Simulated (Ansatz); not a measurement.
Ansatz (an electronic-structure program), DFT, PBE, plane waves, its default PAW files: cubic perovskite BaTiO3 (BaTiO3), 5 atoms. Basis and mesh were picked for this test and aren't claimed converged.

| Property | Value |
|---|---|
| cell | 4.00, 4.00, 4.00 Å; 90, 90, 90° |
| task | single point |
| k mesh | 8×8×8 |
| hamiltonian.xc | pbe |
| kind of files | paw |
| scf.occupations.method | fixed |
| output.forces | true |
| memory maximum (--max-ram) | 200GiB |
| accuracy | medium (default) |
| basis.precision | auto (default) |
| basis.xc_grid | 2 (default) |
| scf.eigensolver.kind | auto (default) |
| scf.mixing.algorithm | auto (default) |
| scf.mixing.preconditioner | auto (default) |
| scf.convergence.dr2_threshold | 1e-07 (default) |
| scf.lower_state_search | light (default) |
| k-points after symmetry | 35 |
| bands at the start | 25 |
| electrons | 40 |
| plane waves at Γ | 1237 |
| cutoff (eV) | 420 |
| FFT grid | 27×27×27 |
| symmetry operations | 48 |

Hardware: Arm Neoverse V2, 96 cores on 1 socket, no SMT, 1 L3 cache group; 94 cores' worth of CPU time may be used.

Wall times, medians of two to five repeats, each run alone on the node (launch to exit). Processes are pinned to neighbouring cores unless said otherwise. The times hold for this build (release build for Arm (Neoverse V2), one process with threads). Scratch files lie in a memory file system.

Measured so far:

```tsv
cores	layout	wall time
1	1 thread	2.3 s
2	2 threads	1.3 s
```

Question: Still to be tried: 4 threads; 8 threads; 16 threads; 24 threads; 32 threads; 48 threads; 64 threads; 88 threads. At which core count does adding cores stop paying, taking 50 % parallel efficiency as the bar?

Answer: Efficiency, counted from 1 core, stays above one half up to 8 cores and is 40 % at 16. The shortest time, 0.32 s, comes at 48 cores (24, 32, 64: level within 8 % or the scatter of repeats); at 88 the run, laid out as 88 threads, is slower again (0.34 s). The share that grows most is that of start and exit outside the program's clock: from 4.1 % of the time on 1 core to 37 % on 88. The largest part on 88 cores, start and exit outside the program's clock, takes 0.097 s on 1 and 0.13 s there.

```json
[
 {"cores": "1", "layout": "1 thread", "wall time": "2.3 s", "speed-up over 1": "1.0×", "efficiency": "100 %", "core-seconds": "2.3"},
 {"cores": "2", "layout": "2 threads", "wall time": "1.3 s", "speed-up over 1": "1.9×", "efficiency": "93 %", "core-seconds": "2.5"},
 {"cores": "4", "layout": "4 threads", "wall time": "0.72 s", "speed-up over 1": "3.3×", "efficiency": "81 %", "core-seconds": "2.9"},
 {"cores": "8", "layout": "8 threads", "wall time": "0.47 s", "speed-up over 1": "5.0×", "efficiency": "62 %", "core-seconds": "3.8"},
 {"cores": "16", "layout": "16 threads", "wall time": "0.37 s", "speed-up over 1": "6.4×", "efficiency": "40 %", "core-seconds": "5.9"},
 {"cores": "24", "layout": "24 threads", "wall time": "0.34 s", "speed-up over 1": "7.0×", "efficiency": "29 %", "core-seconds": "8.1"},
 {"cores": "32", "layout": "32 threads", "wall time": "0.34 s", "speed-up over 1": "7.0×", "efficiency": "22 %", "core-seconds": "11"},
 {"cores": "48", "layout": "48 threads", "wall time": "0.32 s", "speed-up over 1": "7.4×", "efficiency": "15 %", "core-seconds": "15"},
 {"cores": "64", "layout": "64 threads", "wall time": "0.32 s", "speed-up over 1": "7.2×", "efficiency": "11 %", "core-seconds": "21"},
 {"cores": "88", "layout": "88 threads", "wall time": "0.34 s", "speed-up over 1": "6.8×", "efficiency": "8 %", "core-seconds": "30"}
]
```

Keys are those of Ansatz 0.2.
